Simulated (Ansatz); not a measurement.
Here is the system:

```
CELL_PARAMETERS angstrom
      0.00000     2.83335     2.83335
      2.67695     0.00000     2.83335
      2.67695     2.83335     0.00000
ATOMIC_POSITIONS crystal
  As 0.75000 0.75000 0.75000
  Ga 0.00000 0.00000 0.00000
```

No spin polarisation.

Level of theory: Ansatz (a quantum-chemistry and plane-wave program) r2SCAN, spin-orbit coupling left out. k-mesh 10×10×10 (Γ-centred); smearing 0.05 eV (Fermi–Dirac).

Question: Predict the band gap, valence-band top at Γ and smallest direct gap.

Answer: 
- Band gap = 1.08 eV
- Valence-band top at Γ (three highest levels, from the VBM) = 0.00, -0.32, -0.32 eV
- Smallest direct gap = 1.19 eV

The cells carry an imposed strain or load. Stability against distortions was not tested. The cell was made from GaAs in the zinc blende structure (space group F-43m, No. 216) by this change: uniaxial strain ε_xx = −5.52 %.
